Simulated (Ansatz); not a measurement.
An Ansatz (a quantum-chemistry and plane-wave program) input (PBEsol, PAW, 420 eV (Ansatz; no spin-orbit coupling)):

Ansatz 0.2 input:
```yaml
crystal:
  lattice:
    - [2.9770324251, 0, 0]
    - [0, 2.9770324251, 0]
    - [0, 0, 2.8877214524]
  atoms:
    - { symbol: Al, position: [0.5, 0.5, 0.5] }
    - { symbol: Ru, position: [0, 0, 0] }
basis: { ecutwfc: 420, ecutrho_ratio: 4, xc_grid: 2, fft_grid_basis: typed }
kpoints: { mp_grid: { grid: [19, 19, 19] } }
hamiltonian:
  xc: pbesol
  dispersion: none
  pseudopotentials: { kind: paw }
scf: { occupations: { method: fermi_dirac, width: 0.1 }, convergence: { dr2_threshold: 0.0000000002 } }
relax: { f_tol: 0.005, max_steps: 50 }
output: { forces: true, stress: true }
checkpoint: { write: state.ck, write_every: 1000 }
```

Problem. Which symmetry and how many k-points will the program report, and about how many plane waves at Γ?

Solution. Space group P4/mmm (ITA 123) with 16 operations, k-points 550 of 6859, and 477 plane waves at Γ.

Problem. And the final pressure?

Solution. 7.23 GPa (compression positive).

The cells carry an imposed strain or load. No phonon test of stability was made. All final runs are without spin polarisation. The cell was made from AlRu in the CsCl type structure (space group Pm-3m, No. 221) by this change: uniaxial strain ε_zz = −3.00 %.
